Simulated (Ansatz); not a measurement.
The starting structures come from a database of crystals and need not be the phases stable at ambient conditions.

Inside the gap of an insulator the Bloch states are evanescent, with a wavenumber k + iκ along the transport direction.

Data:

```
CaTiO3
1.0
    5.37146     0.00000     0.00000
    0.00000     5.37146     0.00000
    2.68573    -2.68573     3.89612
Ca Ti O
2 2 6
Direct
  0.75000   0.75000   0.50000
  0.25000   0.25000   0.50000
  0.50000   0.50000   0.00000
  0.00000   0.00000   0.00000
  0.19130   0.30870   0.00000
  0.80870   0.69130   0.00000
  0.69130   0.19130   0.00000
  0.30870   0.80870   0.00000
  0.25000   0.75000   0.50000
  0.75000   0.25000   0.50000
```

Space group of this cell: I4/mcm. The cell is taken as given; by PBEsol its mean pressure is -2.9 GPa.

Transport runs along the normal of the first two printed cell vectors, the (001) plane of the conventional cell.

No gap correction and no spin-orbit coupling; mid-gap values are interpolated between computed energies.

Q: Predict the band gap and the smallest decay constant κ at mid-gap from PBEsol run with Ansatz (an electronic-structure program).

A: Gap 2.32 eV on a 8×8×8 mesh; κ = 0.258 1/Å, at the zone centre.
